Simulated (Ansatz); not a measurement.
Hypothetical cubic perovskite NaCdI3: response to strain

The parent structure is NaCdI₃ in the cubic perovskite structure (space group Pm-3m, No. 221; a hypothetical phase, not in the database extracts checked).

```xyz
5
Lattice="5.9623 0.0000 0.0000 0.0000 5.9623 0.0000 0.0000 0.0000 5.9623" Properties=species:S:1:pos:R:3 pbc="T T T"
Na     0.0000     0.0000     0.0000
Cd     2.9812     2.9812     2.9812
I      0.0000     2.9812     2.9812
I      2.9812     2.9812     0.0000
I      2.9812     0.0000     2.9812
```

Cartesian axes are those of the cell as printed.

Strains are applied to the cell and any free atomic positions relax; under biaxial strain the out-of-plane vector relaxes too; under stress the whole cell relaxes.

Method: DFT with PBE, PAW potentials and a 420 eV plane-wave cutoff in Ansatz (a quantum-chemistry and plane-wave program), without spin-orbit coupling.

Notes on the quantities. energy relative to the base: free energy F; pressure: mean of the normal stresses, compression positive.

```json
[
 {"change": "base", "energy relative to the base": "0 meV/atom", "pressure": "0.0 GPa", "shortest interatomic distance": "298.1 pm"},
 {"change": "biaxial strain −2.29 %, plane normal [110], relaxed out of plane", "energy relative to the base": "+4.0 meV/atom", "pressure": "0.5 GPa", "shortest interatomic distance": "291.3 pm"},
 {"change": "isotropic strain −2.27 %", "energy relative to the base": "+13 meV/atom", "pressure": "1.6 GPa", "shortest interatomic distance": "291.3 pm"},
 {"change": "isotropic strain +0.55 %", "energy relative to the base": "+0.7 meV/atom", "pressure": "-0.3 GPa", "shortest interatomic distance": "299.8 pm"},
 {"change": "uniaxial strain ε_zz = +5.33 %", "energy relative to the base": "___", "pressure": "-0.8 GPa", "shortest interatomic distance": "298.1 pm"},
 {"change": "tensor shear ε_xz = +1.63 %", "energy relative to the base": "+0.8 meV/atom", "pressure": "0.0 GPa", "shortest interatomic distance": "298.1 pm"},
 {"change": "uniaxial stress, 8 GPa compression along z", "energy relative to the base": "+117 meV/atom", "pressure": "–", "shortest interatomic distance": "257.8 pm"},
 {"change": "tensor shear ε_yz = −1.32 %", "energy relative to the base": "___", "pressure": "0.0 GPa", "shortest interatomic distance": "298.1 pm"},
 {"change": "uniaxial stress, 5 GPa compression along x", "energy relative to the base": "+59 meV/atom", "pressure": "–", "shortest interatomic distance": "267.3 pm"}
]
```

Q: What belongs in the blanks?

A: 
- uniaxial strain ε_zz = +5.33 %, energy relative to the base: +10 meV/atom
- tensor shear ε_yz = −1.32 %, energy relative to the base: +0.5 meV/atom

Without a gap, meshes like the base's 8×8×8 leave anisotropic stresses uncertain by several tenths of a GPa, and small strain energies with them. Beyond what the load breaks, stability against distortions was not tested. The final runs are not spin-polarised. Many cubic perovskites are stable only at high temperature; tilts and polar distortions were not tested.
